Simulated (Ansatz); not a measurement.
We consider CaTiN2 (model structure, started from the beta NaFeO2 type, Pna2₁, No. 33, 16 atoms in the cell), described by r²SCAN in Ansatz (plane waves, PAW).

Settings: plane-wave cutoff 560 eV, 6×6×8 k mesh (along the axes of the cell as run), Fermi–Dirac smearing 0.01 eV, no spin polarisation, scalar-relativistic PAW data made under PBE.

Cell (relaxed with PBEsol):

Space group Pna2₁ (No. 33); a = 6.016 Å, b = 7.339 Å, c = 5.204 Å, α = β = γ = 90.00°

| atom | site | symmetry | x | y | z |
|---|---|---|---|---|---|
| Ca | 4a | 1 | 0.4128 | 0.1204 | 0.4710 |
| Ti | 4a | 1 | 0.0662 | 0.1264 | 0.9964 |
| N | 4a | 1 | 0.0463 | 0.0947 | 0.3559 |
| N | 4a | 1 | 0.1172 | 0.6598 | 0.4367 |

### Question
What does this level give for the band gap and smallest direct gap on the k points sampled?

### Answer

- band gap = 2.36 eV (indirect)
- smallest direct gap on the k points sampled = 2.42 eV

Note: the relaxation could raise the start's symmetry but not lower it, so the cell can be a saddle point; cell and atoms aren't relaxed at this level (largest force component 0.05 eV/Å, pressure 2.4 GPa).

Static lattice: no zero-point or thermal effects.

Cost on a shared machine: about 6 core-minutes (a rough figure).

A model structure was made by putting elements into a prototype or built by hand; it is no filed structure, need not be a known phase, and can be a saddle point held by its symmetry.

Ansatz is an electronic-structure program.
